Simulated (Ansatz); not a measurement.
The reference is Ni in the fcc (Cu type) structure (space group Fm-3m, No. 225; a = 3.463 Å; ferromagnetic).

The values are results of DFT with PBEsol, PAW potentials and a 420 eV plane-wave cutoff in Ansatz (a quantum-chemistry and plane-wave program), no spin-orbit coupling, not measurements.

Before the change:

```
Property           Result
---------------  --------
Volume per atom  10.38 Å³
```

Modification: every Ni is replaced by Cu; the structure is relaxed again.

Tabulated Pauling electronegativity and covalent radius: Ni 1.91, 1.24 Å; Cu 1.90, 1.32 Å.

Problem. How does this affect the volume per atom?

Solution. The volume per atom increases by 0.935 Å³ (10.38 Å³ → 11.32 Å³).

The magnetic state is the one reached from the starting moments; the real material's order can differ, and small cells can't hold many antiferromagnetic ones. Whether these cells are dynamically stable was not tested. Spin-polarised in the final run: base; the other runs are not.
